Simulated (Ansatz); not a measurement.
The starting structures come from a database of crystals and need not be the phases stable at ambient conditions.

 Where the default PAW files enter, the runs use the earlier of Ansatz's two default sets.

Tunnelling through a barrier is set by its complex band structure: the current falls as exp(−2κd) with the smallest κ.

Given:

```
CELL_PARAMETERS angstrom
      5.44248     0.00000     0.00000
      0.00000     5.44248     0.00000
      2.72124    -2.72124     5.36477
ATOMIC_POSITIONS crystal
  Zn 0.25000 0.25000 0.50000
  Zn 0.00000 0.00000 0.00000
  Ge 0.75000 0.75000 0.50000
  Ge 0.50000 0.50000 0.00000
  P  0.87044 0.62500 0.75000
  P  0.62500 0.37956 0.25000
  P  0.37956 0.12500 0.75000
  P  0.12500 0.87044 0.25000
```

Space group of this cell: I-42d, chalcopyrite. The cell is taken as given; by LDA its mean pressure is -2.8 GPa.

Transport runs along the normal of the first two printed cell vectors, the (001) plane of the conventional cell.

The gap is the functional's own. No spin-orbit coupling. Mid-gap values are interpolated on the energy grid.

Compute, with LDA (Ansatz, a program for electronic structure), the band gap and the smallest decay constant κ at mid-gap.

Gap 1.11 eV on a 6×6×6 mesh; κ = 0.084 1/Å, at the zone centre.
